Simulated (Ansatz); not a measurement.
C11b WSi2: PBE at its full settings (plane-wave cutoff 520 eV, 24×24×24 k mesh, Fermi–Dirac smearing 0.05 eV, no spin polarisation, scalar-relativistic PAW data made under PBE) and at cheaper ones, in a cell of 3 atoms with Γ-centred meshes.

| level and setting | lattice parameter a (Å) | lattice parameter c (Å) | bulk modulus (GPa) |
|---|---|---|---|
| PBE (Ansatz) | 3.229 | 7.867 | 217 |
| PBE (200 eV cutoff) (Ansatz) | 3.225 | 7.852 | 234 |
| PBE (250 eV cutoff) (Ansatz) | 3.233 | 7.886 | 201 |
| PBE (300 eV cutoff) (Ansatz) | 3.231 | 7.871 | 217 |
| PBE (Γ point alone) (Ansatz) | 3.569 | 8.716 | 20.9 |
| PBE (2×2×2 k mesh) (Ansatz) | 3.267 | 7.747 | 211 |
| PBE (4×4×4 k mesh) (Ansatz) | 3.228 | 7.890 | 217 |
| PBE (4×4×4 k mesh and 300 eV cutoff) (Ansatz) | 3.230 | 7.895 | 214 |
| PBE (6×6×6 k mesh) (Ansatz) | 3.229 | 7.865 | 218 |
| PBE (Fermi-Dirac smearing of 0.3 eV) (Ansatz) | 3.228 | 7.895 | 213 |

Largest shifts from the full settings: lattice constant a +10.5 % (PBE (Γ point alone)), against a difference of +0.47 % of the full result from the reference 3.214 Å (measured, temperature not stated, no zero-point or thermal correction; as tabulated in Pavlosiuk et al. (2022), arXiv:2202.05362); lattice parameter c +10.8 % (PBE (Γ point alone)), against a difference of +0.46 % of the full result from the reference 7.831 Å (measured, temperature not stated, not corrected to a static lattice; as tabulated in Pavlosiuk et al. (2022), arXiv:2202.05362); bulk modulus -90 % (PBE (Γ point alone)).

The full settings aren't shown to be converged themselves.

Ansatz's density-functional and Hartree–Fock values are scalar-relativistic unless marked +SOC, with PAW data made under PBE.

Run with cheap settings on purpose, which may leave them unconverged: PBE (200 eV cutoff), PBE (250 eV cutoff), PBE (2×2×2 k mesh), PBE (300 eV cutoff), PBE (4×4×4 k mesh and 300 eV cutoff), PBE (4×4×4 k mesh), PBE (6×6×6 k mesh), PBE (Fermi-Dirac smearing of 0.3 eV), PBE (Γ point alone).

Ansatz is a program for electronic structure.
